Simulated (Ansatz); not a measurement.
**Cs2AgBiBr6, pressure series**

Consider Cs$_{2}$AgBiBr$_{6}$ (space group Fm-3m, No. 225; a = 11.477 Å).

Cell and atoms are relaxed at each pressure.

Method: PBE, PAW, 420 eV (Ansatz, a quantum-chemistry and plane-wave program; scalar-relativistic without spin-orbit coupling).

**Question.** Only one of these has no band gap. Which?
A) pressure 45 GPa
B) pressure 18 GPa
C) pressure −2 GPa
D) pressure −1 GPa
E) pressure 4.2 GPa

**Answer.** A, pressure 45 GPa. Computed: pressure −2 GPa: 1.58 eV; pressure −1 GPa: 1.42 eV; pressure 4.2 GPa: 1.09 eV; pressure 18 GPa: 0.64 eV; pressure 45 GPa: zero

A case with no gap was solved on a k-mesh chosen for an insulator, which is coarse for it. Spin-orbit coupling, missing from the scalar runs, can matter with Bi. Load acts through the strain it causes; cell and atoms are relaxed under it. Whether these cells are dynamically stable was not tested. Competing high-pressure phases were not computed. No Hubbard U is applied, and correlation can decide whether such a compound is a metal. The final runs are not spin-polarised. A zero or small gap of Cs2AgBiBr6 under pressure 45 GPa can be the functional's error rather than a property of the material.
